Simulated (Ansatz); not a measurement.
Reference: KZnF₃ (Pm-3m), PBEsol, rigid bands (plane waves, PAW, scalar-relativistic; Ansatz, an electronic-structure program); geometry: cell and atoms relaxed with PBEsol.

```yaml
crystal:
  lattice:
    - [4.05232, 0.00000, 0.00000]
    - [0.00000, 4.05232, 0.00000]
    - [0.00000, 0.00000, 4.05232]
  atoms:
    - { symbol: K, position: [0.00000, 0.00000, 0.00000] }
    - { symbol: Zn, position: [0.50000, 0.50000, 0.50000] }
    - { symbol: F, position: [0.00000, 0.50000, 0.50000] }
    - { symbol: F, position: [0.50000, 0.00000, 0.50000] }
    - { symbol: F, position: [0.50000, 0.50000, 0.00000] }
```

* **band gap**: 3.71 eV
* **electron conductivity mass**: 0.45 mₑ
* **Seebeck coefficient, n-type 1e19 cm⁻³**: -199 μV/K

Question: Replace Zn by Cd on the same sites and relax. What happens?

Answer: KCdF₃ (Pm-3m): volume per atom 13.3 to 16.9 Å³; band gap falls (3.71 eV to 2.96 eV); electron conductivity mass stays about the same (0.45 mₑ to 0.45 mₑ); Seebeck coefficient, n-type 1e19 cm⁻³ stays about the same (-199 μV/K to -201 μV/K).

Question: Swap K for Ag, keeping the structure type. How do these values move?

Answer: AgZnF$_{3}$ (Pm-3m): volume per atom 13.3 to 12.7 Å³; band gap falls (3.71 eV to 1.30 eV); electron conductivity mass falls (0.45 mₑ to 0.41 mₑ); Seebeck coefficient, n-type 1e19 cm⁻³ falls in size (-199 μV/K to -188 μV/K).

Question: Replace Zn by Mg on the same sites and relax. What happens?

Answer: KMgF$_{3}$ (Pm-3m): volume per atom 13.3 to 12.7 Å³; band gap rises (3.71 eV to 7.12 eV); electron conductivity mass rises (0.45 mₑ to 0.52 mₑ); Seebeck coefficient, n-type 1e19 cm⁻³ rises in size (-199 μV/K to -217 μV/K).

Moves up to 5 % count as about the same. Masses are for dilute carriers at 300 K, harmonic means over directions unless an axis is named. Seebeck coefficients are for the stated density at 300 K, with one relaxation time for all states and whether or not that doping can be reached. Spin-orbit coupling is left out.

Formula and space group known from diffraction (Crystallography Open Database), not checked to be the room-temperature form: KMgF3 (Pm-3m), KZnF3 (Pm-3m). Computed structure with no diffraction record at hand here (it may be known, metastable or hypothetical): AgZnF3 (Pm-3m), KCdF3 (Pm-3m).
